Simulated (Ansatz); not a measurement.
Start from C (space group Im-3m, No. 229; a = 4.362 Å; a hypothetical phase, not in the database extracts checked). Axes: x, y, z lie along the cube axes.

It is then changed as follows: uniaxial stress, 2 GPa compression along z; all other stress components relax to zero.

Levels (all Ansatz, a program for electronic structure, PAW): PBEsol (420 eV, no SOC); r2SCAN (500 eV, without spin-orbit coupling); HSE06 (420 eV, no spin-orbit coupling).

One geometry, relaxed with PBEsol, under each level:

```csv
level,band gap,lowest conduction level above the VBM at special points,pressure
PBEsol,2.39 eV,Z 4.16 eV; Z₀ 4.16 eV; M 4.16 eV; X 4.78 eV,0.67 GPa
r2SCAN,2.48 eV,Z 4.34 eV; Z₀ 4.34 eV; M 4.34 eV; X 5.08 eV,2.11 GPa
HSE06,3.59 eV,Z 5.49 eV; Z₀ 5.49 eV; M 5.49 eV; Γ 6.25 eV,–
```

Single points use the geometry relaxed with PBEsol. Their cutoffs differ, which shifts pressures a little. HSE06 was sampled on its mesh, a few special points and the semilocal edge points, so its gap is an upper bound. Load acts through the strain it causes; cell and atoms are relaxed under it. Stability under load was not tested beyond the relaxation. k-point labels follow each cell's own Brillouin zone.
